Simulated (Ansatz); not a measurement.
## ZnO with two functionals, electrons 5.0×10^21 cm⁻³

Start from ZnO in the wurtzite structure (space group P6_3mc, No. 186; a = 3.2796 Å, c = 5.2933 Å).

(Cell as relaxed with PBE.)

Levels (all Ansatz, a quantum-chemistry and plane-wave program, PAW): PBE (420 eV, no spin-orbit coupling); r2SCAN (500 eV, no spin-orbit coupling).

Each level relaxes its own structure.

```tsv
base	PBE	r2SCAN
volume per atom	12.33 Å³	11.81 Å³
lattice parameter a	328.0 pm	323.5 pm
band gap	0.74 eV	1.24 eV
```

Modification: electrons 5.0×10^21 cm⁻³, on a uniform background at fixed cell.

```json
[
 {"quantity": "Fermi level relative to the doped band's edge (positive inside the band; to 0.05 eV)", "PBE": "+2.40 eV", "r2SCAN": "+2.35 eV"},
 {"quantity": "shift of the gap caused by the change", "PBE": "-0.13 eV", "r2SCAN": "-0.10 eV"},
 {"quantity": "gap between the host's bands", "PBE": "0.61 eV", "r2SCAN": "1.13 eV"},
 {"quantity": "gap character", "PBE": "direct at Γ", "r2SCAN": "direct at Γ"}
]
```

PBE's Fermi level from band edge lies 0.05 eV above r2SCAN's; PBE's shift of the gap caused by the change lies 0.03 eV below r2SCAN's; PBE's gap between the host's bands lies 0.52 eV below r2SCAN's; the two agree on the gap character. Neither level is exact; r2SCAN is the comparison here, not a measurement.

Charged cell with a jellium background: band edges are those of the host's band count, energies are not comparable with the neutral cell, and many-body gap narrowing is missing. No phonon test of stability was made.
